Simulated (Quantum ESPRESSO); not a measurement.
A self-consistent single point of CO2 (P1, 6 atoms in the cell) with Quantum ESPRESSO.

Method: LDA (PZ), GBRV 1.5 ultrasoft (LDA) pseudopotentials (plane waves; Quantum ESPRESSO).

The change in words: lattice scaled by 0.98. Reference geometry:
```
CELL_PARAMETERS angstrom
      2.63591    -2.38738     0.00000
      2.63591     2.38738     0.00000
      0.00000     0.00000     6.58717
ATOMIC_POSITIONS crystal
  C  0.99397 0.99909 0.00135
  C  0.49316 0.49795 0.49686
  O  0.80243 0.18296 0.89305
  O  0.18780 0.80800 0.11073
  O  0.70331 0.29908 0.38459
  O  0.31932 0.71292 0.61343
```

Reference input (self-consistent single point, DFT, LDA (PZ), plane waves, GBRV 1.5 ultrasoft (LDA) pseudopotentials): ecutwfc = 40 Ry; ecutrho = 200 Ry; occupations = fixed; potentials = {C: c_lda_v1.2.uspp.F.UPF, O: o_lda_v1.2.uspp.F.UPF}; K_POINTS = automatic 5 5 3 0 0 0; nbnd = 20; conv_thr = 1e-10 Ry; mixing_beta = 0.4. This run's input differs from it in these lines:

```diff
@@ -24,8 +24,8 @@
 ATOMIC_POSITIONS angstrom
-C    -0.0182721281    0.0122233856    0.0089058538
-C     2.6124767601    0.0114260007    3.2728946990
-O     2.5974019908   -1.4789270003    5.8826458198
-O     2.6248444498    1.4806530760    0.7293775726
-O     2.6422045531   -0.9650649417    2.5333531231
-O     2.7208970102    0.9396870923    4.0407611059
+C    -0.0179066869    0.0119789158    0.0087277373
+C     2.5602274231    0.0111974787    3.2074370038
+O     2.5454541481   -1.4493482125    5.7649932606
+O     2.5723477600    1.4510397664    0.7147900654
+O     2.5893606625   -0.9457634811    2.4826862145
+O     2.6664792765    0.9208931930    3.9599461292
 K_POINTS automatic
@@ -33,5 +33,5 @@
 CELL_PARAMETERS angstrom
-   2.6359100000    -2.3873800000     0.0000000000
-   2.6359100000     2.3873800000     0.0000000000
-   0.0000000000     0.0000000000     6.5871700000
+   2.5831920000    -2.3396320000     0.0000000000
+   2.5831920000     2.3396320000     0.0000000000
+   0.0000000000     0.0000000000     6.4554270000
```

Output, abridged:

```
     Self-consistent Calculation

     iteration #  1     ecut=    40.00 Ry     beta= 0.40

     total energy              =    -151.97664919 Ry
     estimated scf accuracy    <       0.76490963 Ry

     iteration #  2     ecut=    40.00 Ry     beta= 0.40

     total energy              =    -152.11254464 Ry
     estimated scf accuracy    <       0.09688695 Ry

     iteration #  3     ecut=    40.00 Ry     beta= 0.40

     total energy              =    -152.11599720 Ry
     estimated scf accuracy    <       0.01689986 Ry

   [... 7 blocks of this kind left out ...]

     iteration # 11     ecut=    40.00 Ry     beta= 0.40

     total energy              =    -152.11703211 Ry
     estimated scf accuracy    <          1.3E-09 Ry

     iteration # 12     ecut=    40.00 Ry     beta= 0.40
     End of self-consistent calculation

     highest occupied, lowest unoccupied level (ev):    -1.3035    4.7900

!    total energy              =    -152.11703211 Ry
     estimated scf accuracy    <          5.3E-11 Ry

     convergence has been achieved in  12 iterations

     Forces acting on atoms (cartesian axes, Ry/au):

     atom    1 type  1   force =    -0.00097371   -0.07927566    0.06217818
     atom    2 type  1   force =     0.03979109   -0.04467810   -0.01691453
     atom    3 type  2   force =    -0.00049924    0.15363713   -0.11994015
     atom    4 type  2   force =     0.00181348   -0.07485507    0.05738956
     atom    5 type  2   force =    -0.01573096    0.10859320    0.07711096
     atom    6 type  2   force =    -0.02440066   -0.06342149   -0.05982401

     Total force =     0.295111     Total SCF correction =     0.000016

          total   stress  (Ry/bohr**3)                   (kbar)     P=        3.14
  -0.00006182  -0.00002453  -0.00001388           -9.09       -3.61       -2.04
  -0.00002453   0.00009790  -0.00101983           -3.61       14.40     -150.02
  -0.00001388  -0.00101983   0.00002793           -2.04     -150.02        4.11

   JOB DONE.
```

The run converged in 12 iterations. Against the reference run the free energy drops by 17.9 meV/atom, the pressure goes from -7.39 to 0.31 GPa, the largest force goes from 5.270 to 5.011 eV/Å and the gap on the mesh goes from 5.826 to 6.094 eV.

The starting cell comes from a database of computed structures (which also holds hypothetical and non-ambient phases and stackings), without a prior relaxation at this level. Its atoms were displaced at random from the sites of space group no. 64. For this run, on top of that: lattice scaled by 0.98. Forces in this geometry exceed 1 eV/Å.

Cost on one core of a shared machine: roughly 50 s.
